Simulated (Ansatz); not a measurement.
We consider B20 (FeSi-type) CoSi, described by LDA (PAW; Ansatz, a quantum-chemistry and plane-wave program).

Numerical settings: plane-wave cutoff 500 eV, 10×10×10 k mesh, Fermi–Dirac smearing 0.05 eV, no spin polarisation, scalar-relativistic PAW data made under PBE.

Computed at the level's own relaxed cell.

Task: Give the computed equilibrium volume per atom and lattice parameter a.

Result: 
- equilibrium volume per atom = 10.29 Å³/atom
- lattice parameter a = 4.350 Å

Measured, for comparison: equilibrium volume per atom 10.97 Å³/atom, lattice constant a 4.444 Å (temperature not stated, no zero-point or thermal correction; as tabulated in Wikipedia's data pages). Computed (rounded) less measured: equilibrium volume per atom -6.2 %, lattice constant a -2.1 %.
